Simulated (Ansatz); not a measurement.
## ScSiCN (model structure, started from the AlSiCN type, P3m1, No. 156, 4 atoms in the cell)

These are r²SCAN (Ansatz, a quantum-chemistry and plane-wave program, PAW) values and carry that method's errors.

Settings: plane-wave cutoff 560 eV, 12×12×6 k mesh (along the axes of the cell as run), Fermi–Dirac smearing 0.01 eV, scalar-relativistic PAW data made under PBE.

Cell (relaxed at this level):

```xyz
4
Lattice="3.2986 0.0000 0.0000 -1.6493 2.8566 0.0000 0.0000 0.0000 5.2048" Properties=species:S:1:pos:R:3 pbc="T T T"
Sc     0.0000     1.9044     2.7247
Si     1.6493     0.9522     5.1696
C      0.0000     1.9044     0.4287
N      1.6493     0.9522     3.3878
```

```yaml
band_gap: 2.20 eV (on the SCF k mesh)
"Γ–Γ gap": 4.34 eV
bulk modulus B0: 170 GPa
```

Note: the bulk modulus is −V dP/dV from two relaxed cells at ±2 % in volume; the relaxation could raise the start's symmetry but not lower it, so the cell can be a saddle point.

The result took around 90 core-seconds (rough).

A model structure was made by putting elements into a prototype or built by hand; it is no filed structure, need not be a known phase, and can be a saddle point held by its symmetry.
